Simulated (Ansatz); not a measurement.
## Variants of one calculation on SiO2 (P4_12_12, 12 atoms in the cell)

```
SiO2
1.0
    4.95371     0.00000     0.00000
    0.00000     4.95371     0.00000
    0.00000     0.00000     6.87985
Si O
4 8
Direct
  0.69866   0.69866   0.50000
  0.80134   0.19866   0.75000
  0.30134   0.30134   0.00000
  0.19866   0.80134   0.25000
  0.89357   0.76139   0.32011
  0.73861   0.39357   0.57011
  0.10643   0.23861   0.82011
  0.26139   0.60643   0.07011
  0.39357   0.73861   0.42989
  0.23861   0.10643   0.17989
  0.60643   0.26139   0.92989
  0.76139   0.89357   0.67989
```

Base run A: Ansatz (an electronic-structure program) with HSE06, PAW files made with PBE, self-consistent single point.

Its settings: basis.ecutwfc = 420 eV; kpoints.mp_grid.grid = 4 4 2; hamiltonian.xc = hse06; hamiltonian.pseudopotentials = {kind: paw} (the program's default PAW files); scf.occupations.method = gaussian; scf.occupations.width = 0.05 eV.

The starting cell comes from a database of computed structures (which also holds hypothetical and non-ambient phases and stackings), without a prior relaxation at this level. Its lattice was rescaled by a random factor within 2.5 % of one. In the base run, with a pressure of about 5 GPa the cell is away from its equilibrium volume at this level. Ansatz's pressure includes its estimate of the finite-basis (Pulay) stress.

ΔF is the free energy per atom less that of run A. A dash stands where there is no value to compare (another energy zero or no entropy term, no result, no spin, no clean gap, or a mesh too coarse for one). Total energies depend on the potentials, the functional and any Hubbard or dispersion term, so they are compared only between runs that share all of them.

Runs:
- B: hamiltonian.xc: hse06 → pbe [PBE]
- C: hamiltonian.xc: hse06 → pbe0 [PBE0]
- D: kpoints.mp_grid.grid: 4 4 2 → 3 3 2
- E: scf.convergence.dr2_threshold: default (1e-07 eV) → 1e-06 eV
- F: scf.exx.singularity: default → gygi_baldereschi
- G: scf.mixing.algorithm: default (the program chose MSR1) → broyden; scf.mixing.ndim: default → 1
- H: basis.precision: default → f64
- I: scf.mixing.preconditioner: default (the program chose none) → kerker; scf.mixing.q_tf: default → 3

```tsv
run	ΔF (meV/atom)	pressure (GPa)	largest force (eV/Å)	gap on the mesh (eV)	k-points
A	0.00	4.50	0.236	7.627	12
B	–	9.19	0.559	5.852	12
C	–	4.40	0.229	8.395	12
D	0.04	4.50	0.236	7.627	6
E	0.00	4.50	0.236	7.627	12
F	–	4.50	0.236	7.627	12
G	0.00	4.50	0.236	7.627	12
H	0.00	4.50	0.236	7.627	12
I	0.00	4.50	0.236	7.627	12
```

Run C against A: The pressure goes from 4.50 to 4.40 GPa, the largest force moves little (0.236 to 0.229 eV/Å) and the gap on the mesh goes from 7.627 to 8.395 eV.

Run B against A: The pressure goes from 4.50 to 9.19 GPa, the largest force goes from 0.236 to 0.559 eV/Å and the gap on the mesh goes from 7.627 to 5.852 eV.

Keys are those of Ansatz 0.2.
